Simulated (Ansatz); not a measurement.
Base system: TiTe2 in the CdI2 type structure (space group P-3m1, No. 164; layered, stacked along the Cartesian z axis; relaxed with 0.1 eV smearing).

```cif
data_Te2Ti
_chemical_formula_sum 'Ti1 Te2'
_space_group_name_H-M_alt 'P 1'
_space_group_IT_number 1
_cell_length_a 3.61879
_cell_length_b 3.61879
_cell_length_c 6.22554
_cell_angle_alpha 90.000
_cell_angle_beta 90.000
_cell_angle_gamma 120.000
loop_
_space_group_symop_operation_xyz
  'x, y, z'
loop_
_atom_site_label
_atom_site_type_symbol
_atom_site_fract_x
_atom_site_fract_y
_atom_site_fract_z
_atom_site_occupancy
Ti1 Ti 0.00000 0.00000 0.00000 1
Te1 Te 0.33333 0.66667 0.27782 1
Te2 Te 0.66667 0.33333 0.72218 1
```

Computed with DFT with PBEsol-D3(BJ), PAW potentials and a 420 eV plane-wave cutoff in Ansatz (a first-principles code), without spin-orbit coupling, earlier PAW set.

One thing is altered: an isotropic linear strain of −3.98 %; the atoms relax in the strained cell.

Problem. What does the calculation give for the largest internal atomic displacement and energy relative to the base after the change?

Solution. The largest internal atomic displacement is 0.069 Å; the energy rises by 70 meV/atom.

Whether these cells are dynamically stable was not tested. The final runs are not spin-polarised.
